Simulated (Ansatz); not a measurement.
# A computed series for Mg2Si: pressure series

The reference is Mg2Si (space group Fm-3m, No. 225; a = 6.364 Å).

Cell and atoms are relaxed at each pressure.

Method: PBE, PAW, 420 eV (Ansatz, a first-principles code; spin-orbit coupling left out), earlier PAW set.

Q: Only one of these keeps a band gap. Which?
(A) pressure −1 GPa
(B) pressure 50 GPa
(C) pressure 100 GPa

A: A, pressure −1 GPa. Computed: pressure 50 GPa: zero; pressure −1 GPa: 0.24 eV; pressure 100 GPa: zero

A case with no gap was solved on a k-mesh chosen for an insulator, which is coarse for it. Load acts through the strain it causes; cell and atoms are relaxed under it. Stability against distortions was not tested. No other phases were tried under pressure. The final runs are not spin-polarised. The zero or small gap of Mg2Si can change with the level of theory.
